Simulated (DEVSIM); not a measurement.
## Schottky contact on p-type Ge

System: Schottky contact on p-type Ge, at 300 K.

```tsv
layer (left to right)	material	thickness (μm)	Na (cm⁻³)	τn (s)	τp (s)
1	Ge	2.60	6.5e15	1.7e-5	1.7e-5
2	Ge	10.0	1.1e18	1.7e-5	1.7e-5
```

Left contact: Schottky, work function 4.214 eV, emission velocity 7.8e6 cm/s. Right contact: ohmic. Voltage is applied to the left contact. Recombination: SRH at mid-gap, radiative. Mobility is constant in doping.

Constants are typed, rounded textbook-type inputs, not results; the design itself was drawn at random and stands for no fabricated device. Values at 300 K.

```csv
parameter,Ge
gap (eV),0.664
affinity (eV),4
permittivity,16
Nc (cm⁻³),1.04e19
Nv (cm⁻³),6e18
μn (cm²/Vs),3900
μp (cm²/Vs),1900
B (cm³/s),6.4e-14
```

DEVSIM, 1D drift-diffusion, Boltzmann statistics, complete ionisation; no tunnelling, impact ionisation, image-force lowering or self-heating. Metal contacts follow the ideal Schottky-Mott rule: no Fermi-level pinning, no interface dipoles.

```json
{
 "potential_step_across_the_device_at_zero_bias": "0.406 V",
 "Dark forward voltage at 1 A/cm²": "0.051 V",
 "Dark forward voltage at 100 A/cm²": "0.184 V"
}
```

Small-signal capacitance in reverse bias (quasi-static):

```json
[
 {"V (V)": "0.4", "C (nF/cm²)": "33.5"},
 {"V (V)": "1", "C (nF/cm²)": "24.2"},
 {"V (V)": "2", "C (nF/cm²)": "18.1"},
 {"V (V)": "3", "C (nF/cm²)": "15.0"},
 {"V (V)": "4", "C (nF/cm²)": "13.2"}
]
```

Dark forward current:

| V (V) | J (A/cm²) |
|---|---|
| -0.05 | -0.97 |
| -0.10 | -7.2 |
| -0.15 | -41 |
| -0.20 | -150 |
| -0.25 | -370 |
| -0.30 | -740 |
| -0.35 | -1400 |
| -0.40 | -2900 |
